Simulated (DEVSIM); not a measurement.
System: W/SiON/p-GaAs capacitor, at 250 K.

```tsv
layer (left to right)	material	thickness (nm)	Na (cm⁻³)
1	SiON	19.0	-
2	GaAs	420	2.3e18
```

Metal gate on the left, work function 4.6 eV. Fixed charge at the semiconductor interface 1.2e11 cm⁻² (in units of +e); no interface traps.

The device is made up for the run: typed textbook-type constants, with dimensions and the other settings drawn at random. Values at 300 K; Nc and Nv go as T^1.5, mobilities as T to minus their exponent, the gap by Varshni's rule with the affinity fixed.

```
parameter         SiON      GaAs
----------------  ----  --------
gap (eV)             7     1.424
affinity (eV)      1.4      4.07
permittivity       5.5      12.9
Nc (cm⁻³)            -    4.7e17
Nv (cm⁻³)            -      9e18
Varshni α (eV/K)     -  0.000541
Varshni β (K)        -       204
```

Simulated with DEVSIM: 1D Poisson equation in equilibrium, Boltzmann statistics, complete ionisation; no quantum confinement or tunnelling. Metal contacts follow the ideal Schottky-Mott rule: no Fermi-level pinning, no interface dipoles.

Task: Tabulate band edges, carrier densities and field at 2.0 V on the gate.

Result: Energies count from the Fermi level of the right contact; mesh points crowd at the junctions.

| x (μm) | Ec (eV) | Ev (eV) | n (cm⁻³) | p (cm⁻³) | field (V/cm) |
|---|---|---|---|---|---|
| 0.000 | 1.200 | -5.800 | < 1e2 | < 1e2 | 1300000 |
| 0.001076 | 1.336 | -5.664 | < 1e2 | < 1e2 | 1300000 |
| 0.002897 | 1.565 | -5.435 | < 1e2 | < 1e2 | 1300000 |
| 0.006322 | 1.997 | -5.003 | < 1e2 | < 1e2 | 1300000 |
| 0.01318 | 2.862 | -4.138 | < 1e2 | < 1e2 | 1300000 |
| 0.01638 | 3.266 | -3.734 | < 1e2 | < 1e2 | 1300000 |
| 0.01808 | 3.481 | -3.519 | < 1e2 | < 1e2 | 1300000 |
| 0.01941 | 0.948 | -0.498 | < 1e2 | 6.2e8 | 540000 |
| 0.02083 | 1.021 | -0.425 | < 1e2 | 1.9e10 | 500000 |
| 0.02372 | 1.151 | -0.295 | < 1e2 | 7.6e12 | 400000 |
| 0.02938 | 1.327 | -0.119 | < 1e2 | 2.7e16 | 220000 |
| 0.04558 | 1.422 | -0.024 | < 1e2 | 2.3e18 | 1500 |
| 0.07047 | 1.423 | -0.024 | < 1e2 | 2.3e18 | ≈ 0 |
| 0.1211 | 1.423 | -0.024 | < 1e2 | 2.3e18 | ≈ 0 |
| 0.2556 | 1.423 | -0.024 | < 1e2 | 2.3e18 | ≈ 0 |
| 0.3461 | 1.423 | -0.024 | < 1e2 | 2.3e18 | ≈ 0 |
| 0.3922 | 1.423 | -0.024 | < 1e2 | 2.3e18 | ≈ 0 |
| 0.4149 | 1.423 | -0.024 | < 1e2 | 2.3e18 | ≈ 0 |
| 0.4297 | 1.423 | -0.024 | < 1e2 | 2.3e18 | ≈ 0 |
| 0.4348 | 1.423 | -0.024 | < 1e2 | 2.3e18 | ≈ 0 |
| 0.4374 | 1.423 | -0.024 | < 1e2 | 2.3e18 | ≈ 0 |
| 0.4390 | 1.423 | -0.024 | < 1e2 | 2.3e18 | ≈ 0 |
